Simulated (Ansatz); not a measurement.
Consider SrTiO3 in the cubic perovskite structure (space group Pm-3m, No. 221; a = 3.907 Å).

Structures relaxed with r2SCAN/PAW in Ansatz (an electronic-structure program), no spin-orbit coupling.

Base:

Simulated powder pattern, Cu Kα1, λ = 1.54056 Å (kinematic, ideal powder, no thermal factors, no anomalous dispersion; the 14 strongest lines at most, above 2 %, up to 2θ = 90°):

```tsv
2θ (°)	I/Imax (%)	hkl
22.74	3.8	(100)
32.38	100	(110)
39.93	21	(111)
46.45	41	(200)
52.32	2.9	(210)
57.75	37	(211)
67.79	23	(220)
77.14	16	(310)
81.67	6.3	(311)
86.15	7.7	(222)
```

It is then changed as follows: Te takes the place of O on all its sites, then cell and atoms are relaxed.

After the change:

Simulated powder pattern, Cu Kα1, λ = 1.54056 Å (kinematic, ideal powder, no thermal factors, no anomalous dispersion; the 14 strongest lines at most, above 2 %, up to 2θ = 90°):

```json
[
 {"2θ (°)": "16.29", "d (Å)": "5.438", "I/Imax (%)": "12", "hkl": "(100)"},
 {"2θ (°)": "28.40", "d (Å)": "3.140", "I/Imax (%)": "100", "hkl": "(111)"},
 {"2θ (°)": "32.91", "d (Å)": "2.719", "I/Imax (%)": "77", "hkl": "(200)"},
 {"2θ (°)": "36.93", "d (Å)": "2.432", "I/Imax (%)": "5.9", "hkl": "(210)"},
 {"2θ (°)": "47.24", "d (Å)": "1.923", "I/Imax (%)": "55", "hkl": "(220)"},
 {"2θ (°)": "50.29", "d (Å)": "1.813", "I/Imax (%)": "2.9", "hkl": "(221)"},
 {"2θ (°)": "56.04", "d (Å)": "1.640", "I/Imax (%)": "44", "hkl": "(311)"},
 {"2θ (°)": "58.77", "d (Å)": "1.570", "I/Imax (%)": "19", "hkl": "(222)"},
 {"2θ (°)": "69.02", "d (Å)": "1.360", "I/Imax (%)": "8.7", "hkl": "(400)"},
 {"2θ (°)": "76.25", "d (Å)": "1.248", "I/Imax (%)": "18", "hkl": "(331)"},
 {"2θ (°)": "78.61", "d (Å)": "1.216", "I/Imax (%)": "24", "hkl": "(420)"},
 {"2θ (°)": "87.88", "d (Å)": "1.110", "I/Imax (%)": "19", "hkl": "(422)"}
]
```

The indices refer to each structure's own conventional cell; one index is shown for lines that coincide.

No phonon test of stability was made. As relaxed here, SrTiTe3 is a hypothetical phase, not in the database extracts checked. All final runs are without spin polarisation. Many cubic perovskites are stable only at high temperature; tilts and polar distortions were not tested.
